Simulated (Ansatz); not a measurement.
Fluorite AuAl₂, treated with B3LYP (VWN-RPA form) (PAW; Ansatz, a program for electronic structure).

The input as run:

Ansatz 0.2 input:
```yaml
crystal:
  lattice:
    - [0.0, 3.0343029206, 3.0343029206]
    - [3.0343029206, 0.0, 3.0343029206]
    - [3.0343029206, 3.0343029206, 0.0]
  atoms:
    - { symbol: Al, position: [0.25, 0.25, 0.25] }
    - { symbol: Al, position: [0.75, 0.75, 0.75] }
    - { symbol: Au, position: [0.0, 0.0, 0.0] }
basis:
  ecutwfc: 460
  ecutrho_ratio: 4
  xc_grid: 2
kpoints:
  mp_grid: { grid: [8, 8, 8] }
hamiltonian:
  xc: b3lyp
  dispersion: none
  pseudopotentials: { kind: paw }
scf:
  occupations: { method: fermi_dirac, width: 0.05 }
  convergence: { dr2_threshold: 0.0000000003 }
output:
  forces: true
  stress: true
  eigenvalues: true
```

**Question.** How many irreducible k-points, plane waves at Γ does the program set up, and what pressure does the run end with?

**Answer.** 29 irreducible k-points, 1243 plane waves at Γ; P = 0.31 GPa, so the cell is compressed on average and its volume would grow at this level.

From the output:

```
WARN output.stress: scf.exx.energy_threshold = 1e-6 eV is looser than the 3e-8 eV advised for a stress under a hybrid functional (1e-8 eV for each atom of the …
Crystal: 3 atoms, lattice volume = 55.874 Å³
Basis set: ecut = 460 eV, 1243 PW (Γ), exchange–correlation on 64×64×64 points (8 copies of the dense FFT grid, shifted against one another)
Bands: 17, of which v1, the nominal top of the filled ones, is band 13 counted from 1 (12 counted from 0)
Symmetry: 48 space group operations
Space group: Fm-3m (ITA 225), of the structure as read, at distance tolerance 3.8e-5 Å
k-points: 29 of 512
Functional: x = 0.1 slater + 0.9 b88, c = 0.19 vwn_rpa + 0.81 lyp, warm-up for x = 0.08 slater + 0.72 b88 + 0.2 exact, c = 0.19 vwn_rpa + 0.81 lyp
SCF iter   1: F=—  HF=-14245.759557 eV  |F-HF|=—  |Δ(HF+E_count)|=         —  Δρ=5.16e-3  dr2=2.18e-2
SCF iter   2: F=—  HF=-14245.756286 eV  |F-HF|=—  |Δ(HF+E_count)|=   3.27e-3  Δρ=2.26e-3  dr2=3.01e-3
  ...
SCF 1 converged in 6 iterations: F = -14245.756272 eV  dr2 = 1.74e-10
Crystal: 3 atoms, lattice volume = 55.874 Å³
Initial density: handed on by an earlier stage of this run
Functional: x = 0.08 slater + 0.72 b88 + 0.2 exact, c = 0.19 vwn_rpa + 0.81 lyp
SCF 2 converged in 9 iterations: F = -14247.315381 eV  dr2 = 1.70e-11
Crystal: 3 atoms, lattice volume = 55.874 Å³
SCF 3 converged in 5 iterations: F = -14247.319828 eV  dr2 = 2.44e-10
Crystal: 3 atoms, lattice volume = 55.874 Å³
Crystal: 3 atoms, lattice volume = 55.874 Å³
SCF 5 converged in 9 iterations: F = -14247.321132 eV  dr2 = 9.91e-12
Crystal: 3 atoms, lattice volume = 55.874 Å³
SCF 6 converged in 2 iterations: F = -14247.321132 eV  dr2 = 1.12e-12
Crystal: 3 atoms, lattice volume = 55.874 Å³
Crystal: 3 atoms, lattice volume = 55.874 Å³
SCF 8 converged in 4 iterations: F = -14247.321132 eV  dr2 = 1.52e-11
Crystal: 3 atoms, lattice volume = 55.874 Å³
Crystal: 3 atoms, lattice volume = 55.874 Å³
SCF iter   3: F=—  HF=-14247.321132 eV  |F-HF|=—  |Δ(HF+E_count)|=   7.11e-9  Δρ=6.26e-7  dr2=7.19e-10
SCF iter   4: F=-14247.321132 eV  HF=-14247.321132 eV  |F-HF|=7.28e-12  |Δ(HF+E_count)|=   1.32e-9  Δρ=9.59e-8  dr2=7.37e-12
SCF 10 converged in 4 iterations: F = -14247.321132 eV  dr2 = 7.37e-12
Free energy (F): -14247.321132 eV
Internal energy: -14247.317556 eV  (E = F + TS)
E sigma→0 (E₀):  -14247.319344 eV
Fermi energy:    10.888559 eV
--- Forces (eV/Å), atoms counted from 1 ---
  atom   1  Al    -0.00000000    -0.00000000    -0.00000000
  atom   2  Al    -0.00000000    -0.00000000    -0.00000000
  atom   3  Au     0.00000000    -0.00000000     0.00000000
--- Stress (GPa, compression-positive) ---
        0.305371       0.000000      -0.000000
        0.000000       0.305371      -0.000000
       -0.000000       0.000000       0.305371
  P = ⅓ Tr σ = 0.3054 GPa (3.054 kbar)
```

The cell is one volume of an energy–volume scan, off the minimum.

The PAW data were made under PBE.
